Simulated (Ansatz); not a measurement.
The reference is MgS in the rock salt structure (space group Fm-3m, No. 225; a = 5.203 Å). Axes: x, y, z lie along the cube axes.

Level of theory: DFT with r2SCAN, PAW potentials and a 500 eV plane-wave cutoff in Ansatz (a first-principles code), scalar-relativistic without spin-orbit coupling.

One thing is altered: a pure shear with ε_xz = ε_zx = 0.0049; the atoms relax in the strained cell.

Q: Predict the stress tensor and what it implies for the stiffness.

A: Stress of the strained cell less that of the base (GPa, compression positive):
```
   0.01    0.00   -0.59
   0.00    0.00    0.00
  -0.59    0.00    0.01
```

Then −Δσ/γ with γ = 2ε = 0.0098 gives relaxed-ion elastic constants: C55 ≈ 60 GPa.

Whether these cells are dynamically stable was not tested.
